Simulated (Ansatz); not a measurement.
# Ru, response to strain

The parent structure is Ru in the hcp (Mg type) structure (space group P6_3/mmc, No. 194; a = 2.7046 Å, c = 4.2601 Å). Axes: x lies along a and z along c of the hexagonal cell.

Strains are applied to the cell and any free atomic positions relax; under biaxial strain the out-of-plane vector relaxes too.

The values are results of r2SCAN, PAW, 500 eV (Ansatz, a first-principles code; no spin-orbit coupling), not measurements.

Notes on the quantities. pressure: mean of the normal stresses, compression positive.

```tsv
variant	pressure	space group	shortest interatomic distance
base	0.0 GPa	P6_3/mmc (No. 194)	2.641 Å
biaxial strain −2.04 %, plane normal [001], relaxed out of plane	10.8 GPa	P6_3/mmc (No. 194)	2.642 Å
biaxial strain −0.89 %, plane normal [001], relaxed out of plane	4.4 GPa	P6_3/mmc (No. 194)	2.641 Å
biaxial strain +3.27 %, plane normal [001], relaxed out of plane	-12.5 GPa	P6_3/mmc (No. 194)	2.641 Å
isotropic strain +5.49 %	-36.6 GPa	P6_3/mmc (No. 194)	2.786 Å
uniaxial strain ε_xx = −0.66 %	?	Cmcm (No. 63)	?
uniaxial strain ε_xx = −0.37 %	1.2 GPa	Cmcm (No. 63)	2.639 Å
uniaxial strain ε_zz = −4.37 %	18.5 GPa	P6_3/mmc (No. 194)	2.567 Å
uniaxial strain ε_zz = +4.58 %	-13.5 GPa	P6_3/mmc (No. 194)	2.705 Å
tensor shear ε_xy = −2.88 %	1.0 GPa	P2_1/m (No. 11)	2.629 Å
```

Question: Some entries are withheld; estimate them.

Answer: 
- uniaxial strain ε_xx = −0.66 %, pressure: 2.2 GPa
- uniaxial strain ε_xx = −0.66 %, shortest interatomic distance: 2.637 Å

Without a gap, meshes like the base's 20×20×11 leave anisotropic stresses uncertain by several tenths of a GPa, and small strain energies with them. Whether these cells are dynamically stable was not tested. The final runs are not spin-polarised.
